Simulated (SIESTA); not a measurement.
A self-consistent single point of MgC₂ (P1, 6 atoms in the cell) with SIESTA.

Method: SIESTA with LDA PW92, numerical atomic orbitals DZP, PseudoDojo LDA standard norm-conserving potentials (rewritten from UPF to PSML).

```
CELL_PARAMETERS angstrom
      3.95078     0.00000     0.00000
      0.00000     3.95078     0.00000
      0.00000     0.00000     4.98709
ATOMIC_POSITIONS crystal
  Mg 0.50621 0.50036 0.00466
  Mg 0.03098 0.00109 0.50496
  C  0.87402 0.87370 0.98895
  C  0.10464 0.11844 0.00443
  C  0.60303 0.40172 0.49513
  C  0.38111 0.60469 0.50187
```

Reference input (self-consistent single point, DFT, GGA PBEsol, numerical atomic orbitals DZP, PseudoDojo PBEsol standard norm-conserving potentials (rewritten from UPF to PSML)): XC.functional = GGA; XC.authors = PBEsol; potentials = PseudoDojo PBEsol standard; PAO.BasisSize = DZP; PAO.EnergyShift = 0.005 Ry; MeshCutoff = 400 Ry; kgrid.MonkhorstPack = 6 6 5; OccupationFunction = FD; ElectronicTemperature = 20 meV; MaxSCFIterations = 150; SCF.Mixer.Method = Broyden; SCF.Mixer.Weight = 0.2. This run's input differs from it in these lines:

```diff
@@ -1,2 +1,2 @@
-# files in the folder: Mg.psml C.psml (PseudoDojo PBEsol standard)
+# files in the folder: Mg.psml C.psml (PseudoDojo LDA standard)
 SystemName  MgC2
@@ -26,4 +26,4 @@
 
-XC.functional                GGA
-XC.authors                   PBEsol
+XC.functional                LDA
+XC.authors                   PW92
 PAO.BasisSize                DZP
```

The program printed (abridged):

```
        iscf     Eharris(eV)        E_KS(eV)     FreeEng(eV)     dDmax    Ef(eV) dHmax(eV)
   scf:    1    -3861.146496    -3872.475932    -3872.475932  1.576811 -6.892627  7.084191
   scf:    2    -3876.868732    -3874.805484    -3874.805484  0.114460 -7.586816  4.226157
   scf:    3    -3876.937240    -3876.299773    -3876.299773  0.160752 -5.616358  0.771479
   scf:    4    -3876.310375    -3876.310435    -3876.310435  0.024744 -5.708915  0.707975
   scf:    5    -3876.318787    -3876.315174    -3876.315174  0.010672 -5.923083  0.290174
   [... 2 lines left out ...]
   scf:    8    -3876.316326    -3876.316327    -3876.316327  0.000412 -6.082045  0.007157
   scf:    9    -3876.316330    -3876.316329    -3876.316329  0.000186 -6.082349  0.006584
   scf:   10    -3876.316332    -3876.316331    -3876.316331  0.000235 -6.081840  0.000799
   scf:   11    -3876.316331    -3876.316331    -3876.316331  0.000037 -6.081926  0.000624
SCF Convergence by DM+H criterion
max |DM_out - DM_in|         :     0.0000365057
max |H_out - H_in|      (eV) :     0.0006241103
SCF cycle converged after 11 iterations

Using DM_out to compute the final energy and forces

siesta: E_KS(eV) =            -3876.3163

siesta: E_KS - E_eggbox =     -3876.3163

siesta: Atomic forces (eV/Ang):
     1   -0.514896   -0.607624   -0.035945
     2   -0.822133    0.877748   -0.079419
     3    2.841029    3.130403    0.415554
     4   -2.239036   -2.544966   -0.318567
     5    7.279754   -6.950626   -0.161107
     6   -6.548256    6.094290    0.179500
   Tot   -0.003537   -0.000774    0.000015
   Max    7.279754
   Res    3.440831    sqrt( Sum f_i^2 / 3N )
   Max    7.279754    constrained

   [... lines left out ...]
siesta: FreeEng =     -3876.316331
   [... lines left out ...]
siesta:    -0.036139    0.090370    0.005074
siesta:     0.090371   -0.021940   -0.003796
siesta:     0.005074   -0.003796    0.019741

siesta: Cell volume =         77.841805 Ang**3

siesta: Pressure (static):
siesta:                Solid            Molecule  Units
siesta:           0.00013919         -0.00112057  Ry/Bohr**3
siesta:           0.01277943         -0.10288630  eV/Ang**3
siesta:          20.47489782       -164.84201915  kBar
```

The run converged in 11 iterations. Against the reference run the pressure goes from 5.28 to 2.05 GPa, the largest force goes from 10.756 to 10.07 eV/Å and the gap on the mesh goes from 2.425 to 2.457 eV.

The starting cell comes from a database of computed structures (which also holds hypothetical and non-ambient phases and stackings), without a prior relaxation at this level. Its atoms were displaced at random from the sites of space group no. 136. Values carry the incompleteness of an atom-centred basis. Forces in this geometry exceed 1 eV/Å.
